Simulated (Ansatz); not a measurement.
# BeTe under a change: Te → Ru

Consider BeTe in the zinc blende structure (space group F-43m, No. 216; a = 5.604 Å).

Modification: full substitution Te → Ru; the structure is relaxed again.

Computed with Ansatz (a first-principles code), PBEsol, PAW, cutoff 420 eV, spin-orbit coupling left out. Settings: 17×17×17 k-points, 0.05 eV Fermi–Dirac smearing, for the changed cell.

| quantity | base | changed | shift |
|---|---|---|---|
| volume per atom | 22.00 Å³ | 13.97 Å³ | -8.03 Å³ |
| density | 5.15 g/cm³ | 6.54 g/cm³ | +1.39 g/cm³ |
| lattice parameter a | 5.604 Å | 4.817 Å | -0.787 Å |
| space group | F-43m (No. 216) | F-43m (No. 216) | – |
| shortest interatomic distance | 2.427 Å | 2.086 Å | -0.341 Å |
| band gap | 1.84 eV | zero | – |

With Te present, leaving out spin-orbit coupling can change the band edges. Stability against distortions was not tested. As relaxed here, BeRu is a hypothetical phase, not in the database extracts checked. The final runs are not spin-polarised. BeRu has a high density of states at the Fermi level and may be magnetic at this level.
